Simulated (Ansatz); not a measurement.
## GeRh (Pnma, No. 62)

All values below come from r²SCAN+rVV10 (PAW; Ansatz, a quantum-chemistry and plane-wave program).

Settings: plane-wave cutoff 500 eV, 8×12×6 k mesh (along the axes of the cell as run), Fermi–Dirac smearing 0.05 eV, no spin polarisation, scalar-relativistic PAW data made under PBE.

Cell (relaxed at this level):

```
CELL_PARAMETERS angstrom
      5.65131     0.00000     0.00000
      0.00000     3.28953     0.00000
      0.00000     0.00000     6.42331
ATOMIC_POSITIONS crystal
  Ge 0.80824 0.75000 0.43549
  Ge 0.19176 0.25000 0.56451
  Ge 0.69176 0.25000 0.93549
  Ge 0.30824 0.75000 0.06451
  Rh 0.99542 0.75000 0.79690
  Rh 0.00458 0.25000 0.20310
  Rh 0.50458 0.25000 0.29690
  Rh 0.49542 0.75000 0.70310
```

| Quantity | Result |
|---|---|
| band gap | zero (no gap) |

Spin–orbit coupling is not included.

The computed numbers hold no vibrational or temperature effects.
